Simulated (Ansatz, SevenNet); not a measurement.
For 1T (CdI2-type) MgI2, the machine-learned potential SevenNet-l3i5 (trained on PBE and PBE+U data) gives:

equilibrium lattice constant a: 4.210 Å
c axis length: 7.625 Å

Question: What does HSE06 (PAW; Ansatz, a first-principles code) give for the same quantities?

Answer: 
- lattice constant a: 4.177 Å (falls by 0.8 %)
- lattice parameter c: 7.653 Å (increases by 0.4 %)

For comparison: lattice constant a 4.14 Å (measured, temperature not stated, copied from a table, unchecked, no zero-point or thermal correction; as tabulated in Crystal Structures 1, 239 (1963)); lattice parameter c 6.88 Å (measured, temperature not stated, copied from a table, unchecked, no zero-point or thermal correction; as tabulated in Crystal Structures 1, 239 (1963)).

Changes are worked out from the printed values.

Unless a cell is named, each level is at its own relaxed cell (SevenNet-l3i5 39.01, HSE06 38.54 Å³/atom).

Caveats: the cell comes from a level without a dispersion term, which matters for the spacing of layers, chains or molecules (HSE06). Ansatz's density-functional and Hartree–Fock values are scalar-relativistic unless marked +SOC, with PAW data made under PBE.
